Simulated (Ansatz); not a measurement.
Worked example: self-consistent single point of LuAgO2 (R-3m, 4 atoms in the cell) in Ansatz (an electronic-structure program).

Method of the run: LDA (PW92) with spin-orbit coupling, default PAW files made with PBE (plane waves; Ansatz).

```xyz
4
Lattice="1.6868 0.9739 6.1966 -1.6868 0.9739 6.1966 0.0000 -1.9477 6.1966" Properties=species:S:1:pos:R:3 pbc="T T T"
Lu     0.0000     0.0000     9.2949
Ag     0.0000     0.0000     0.0000
O      0.0000     0.0000    16.5245
O      0.0000     0.0000     2.0654
```

Reference input (self-consistent single point, DFT, LDA (PW92), plane waves, default PAW files made with PBE): kpoints.mp_grid.grid = 9 9 9; hamiltonian.xc = lda; hamiltonian.pseudopotentials = {kind: paw} (the program's default PAW files); scf.occupations.method = fermi_dirac; scf.occupations.width = 0.0037 Ry. This run's input differs from it in these lines:

Ansatz 0.2 input:
```diff
@@ -18,2 +18,5 @@
     kind: paw
+magnetization:
+  noncollinear: true
+  spin_orbit: true
 scf:
```

Output (repeated stretches shortened):

```
SCF iter   1: F=—  HF=-23086.528004 eV  |F-HF|=—  |Δ(HF+E_count)|=         —  Δρ=9.47e-2  dr2=7.15e0  dr2_m=0.00e0 (ungated)  ethr=3.10e-3  |M|=0.00e0 ∫|m|=0.00e0 μB  |m|>n=0.0e0 m-floor=0.0e0 τ_xc=0.0e0  β_m=0.30  ⟨swp⟩=7.4  Hψ=15945  notcnv=0  defer=16
all-band conjugate gradients solve this SCF's bands
preconditioner: auto → Resta (q_TF=auto, 2.689 Å⁻¹)
   [... lines left out ...]
SCF iter   9: F=—  HF=-23084.403780 eV  |F-HF|=—  |Δ(HF+E_count)|=   5.10e-6  Δρ=6.88e-5  dr2=1.94e-6  dr2_m=0.00e0 (ungated)  ethr=3.42e-8  |M|=0.00e0 ∫|m|=0.00e0 μB  |m|>n=0.0e0 m-floor=0.0e0 τ_xc=0.0e0  β_m=0.88  ⟨swp⟩=2.5  Hψ=5052  notcnv=0  defer=482
SCF iter  10: F=-23084.403780 eV  HF=-23084.403780 eV  |F-HF|=5.00e-9  |Δ(HF+E_count)|=   1.12e-7  Δρ=1.41e-5  dr2=9.25e-8  dr2_m=0.00e0 (ungated)  ethr=1.79e-10  |M|=0.00e0 ∫|m|=0.00e0 μB  |m|>n=0.0e0 m-floor=0.0e0 τ_xc=0.0e0  ⟨swp⟩=14.8  Hψ=23436  notcnv=0
SCF 1 converged in 10 iterations: F = -23084.403780 eV  dr2 = 9.25e-8
Magnetization: |M| = 0.0000 μB,  M = (+0.0000, +0.0000, +0.0000) μB
Absolute magnetization: 0.0000 μB (∫|m|)
  site 0: m = (+0.0000, +0.0000, +0.0000) μB, |m| = 0.0000 μB  (R = 0.91 Å)
  site 1: m = (+0.0000, +0.0000, +0.0000) μB, |m| = 0.0000 μB  (R = 0.85 Å)
  site 2: m = (+0.0000, +0.0000, +0.0000) μB, |m| = 0.0000 μB  (R = 0.85 Å)
  site 3: m = (+0.0000, +0.0000, +0.0000) μB, |m| = 0.0000 μB  (R = 0.85 Å)
Free energy (F): -23084.403780 eV
Internal energy: -23084.403780 eV  (E = F + TS)
E sigma→0 (E₀):  -23084.403780 eV
Fermi energy:    12.059852 eV
--- Forces (eV/Å), atoms counted from 1 ---
  atom   1  Lu    -0.00000000     0.00000000     0.00000000
  atom   2  Ag    -0.00000000     0.00000000    -0.00000000
  atom   3  O      0.00000000    -0.00000001     0.37288597
  atom   4  O     -0.00000000     0.00000001    -0.37288597
--- Stress (GPa, compression-positive) ---
       -2.700505       0.000000       0.000000
        0.000000      -2.700505       0.000000
        0.000000       0.000000      -7.223189
  P = ⅓ Tr σ = -4.2081 GPa (-42.081 kbar)
  The stress holds the Pulay correction. Without it, at fixed plane waves, as pw.x and ABINIT print it: P = -4.8314 GPa
```

The run converged in 10 iterations. Against the reference run the pressure goes from -4.00 to -4.21 GPa, the largest force goes from 0.386 to 0.373 eV/Å and the gap on the mesh goes from 2.102 to 2.051 eV.

The starting cell comes from a database of computed structures (which also holds hypothetical and non-ambient phases and stackings), without a prior relaxation at this level. With a pressure of about -4 GPa the cell is away from its equilibrium volume at this level. Ansatz's pressure includes its estimate of the finite-basis (Pulay) stress. Without the estimate this run gives -4.83 GPa.

Cost on one core of a shared machine: roughly 40 s.
